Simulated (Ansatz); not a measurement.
# Habitual settings against a tight run: NaAu2 (Fd-3m, 6 atoms in the cell)

Self-consistent single point.

```
NaAu2
1.0
    0.00000     4.00699     4.00699
    4.00699     0.00000     4.00699
    4.00699     4.00699     0.00000
Na Au
2 4
Direct
  0.75000   0.75000   0.75000
  0.50000   0.50000   0.50000
  0.12500   0.62500   0.12500
  0.12500   0.12500   0.12500
  0.62500   0.12500   0.12500
  0.12500   0.12500   0.62500
```

Method of the run: LDA (PW92), default PAW files made with PBE (plane waves; Ansatz, a first-principles code).

Base settings: basis.ecutwfc = 420 eV; kpoints.mp_grid.grid = 10 10 10; hamiltonian.xc = lda; hamiltonian.pseudopotentials = {kind: paw} (the program's default PAW files); scf.occupations.method = methfessel_paxton; scf.occupations.width = 0.2 eV.

Tight run (finer mesh or higher cutoff; not a proven limit): basis.ecutwfc: 420 eV → 590 eV; kpoints.mp_grid.grid: 10 10 10 → 14 14 14; scf.convergence.dr2_threshold: default (1e-07 eV) → 1e-09 eV. It gave Fermi level (on the code's own zero) 11.35 eV; pressure -8.44 GPa.

Quick runs, as changes from the base:
- A: the base itself
- B: basis.ecutwfc: 420 eV → 295 eV; kpoints.mp_grid.grid: 10 10 10 → 8 8 8; hamiltonian.xc: lda → pbesol; scf.occupations.method: methfessel_paxton → cold; scf.occupations.width: 0.2 eV → 0.272 eV [PBEsol]
- C: kpoints.mp_grid.grid: 10 10 10 → 4 4 4
- D: basis.ecutwfc: 420 eV → 250 eV; kpoints.mp_grid.grid: 10 10 10 → 1 1 1; hamiltonian.xc: lda → pbesol [PBEsol]
- E: basis.ecutwfc: 420 eV → 250 eV; kpoints.mp_grid.grid: 10 10 10 → 3 3 3; scf.occupations.width: 0.2 eV → 0.5 eV

Energies are extrapolated to zero smearing width, which holds to low order in the width alone.

Dashes: energy of B, D, another energy zero.

† marks runs with another functional, U, potentials or spin treatment: their distance from the tight run is not a convergence error alone.

The count of work is k-points × plane waves × bands × iterations; it is no time. 

Pressures in the table are Ansatz's without its Pulay estimate, at a fixed set of plane waves; the tight run's value above holds the estimate.

The starting cell comes from a database of computed structures (which also holds hypothetical and non-ambient phases and stackings), without a prior relaxation at this level. Its lattice was rescaled by a random factor within 2.5 % of one. In the base run, with a pressure of about -8 GPa the cell is away from its equilibrium volume at this level.

```
run  energy less tight (meV/atom)  pressure less tight (GPa)  count of work / tight
---  ----------------------------  -------------------------  ---------------------
A                             2.2                       0.02                   0.23
B†                              –                      -6.13                  0.081
C                             6.4                       0.20                  0.046
D†                              –                     -39.31                 0.0040
E                          1151.9                     -55.54                  0.011
```

Among the runs at the tight run's level, the energy misses run from 2.2 to 1151.9 meV/atom.

Left out of this page: 1 run of the series with a known weakness of the program.

Keys are those of Ansatz 0.2.
